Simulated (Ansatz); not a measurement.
# GaAs, alloy series

Consider GaAs in the zinc blende structure (space group F-43m, No. 216; a = 5.6594 Å).

The other end (x = 1) is AlAs in the zinc blende structure (space group F-43m, No. 216): 22.84 Å³/atom, gap 1.34 eV.

Al replaces a fraction x of Ga; each row is one arrangement (x, atoms in the cell, starting space group or random), fully relaxed.

Levels (all Ansatz, a program for electronic structure, PAW, earlier PAW set): PBEsol (420 eV, spin-orbit coupling left out); HSE06 (420 eV, without spin-orbit coupling); PBEsol+SOC (420 eV, noncollinear with spin-orbit coupling).

Band gaps by level, all at the geometries relaxed with PBEsol:

```
case                           PBEsol    HSE06  PBEsol+SOC
----------------------------  -------  -------  ----------
base                          0.42 eV  1.40 eV     0.31 eV
x(Al) = 0.25, 8 atoms, P-43m  0.75 eV  1.69 eV     0.64 eV
x(Al) = 0.25, 8 atoms, Cm     0.68 eV  1.62 eV     0.58 eV
x(Al) = 0.333, 6 atoms, P3m1  0.72 eV  1.67 eV     0.62 eV
x(Al) = 0.75, 8 atoms, P-4m2  1.33 eV  2.07 eV     1.23 eV
```

Single points use the geometry relaxed with PBEsol. The hybrid gap comes from the SCF mesh plus the semilocal run's edge points and a few special points and is an upper bound. Differences between runs with and without spin-orbit coupling are approximate. Each cell is one ordered arrangement of few atoms, which overstates ordering effects compared with a random alloy. Stability against distortions was not tested.
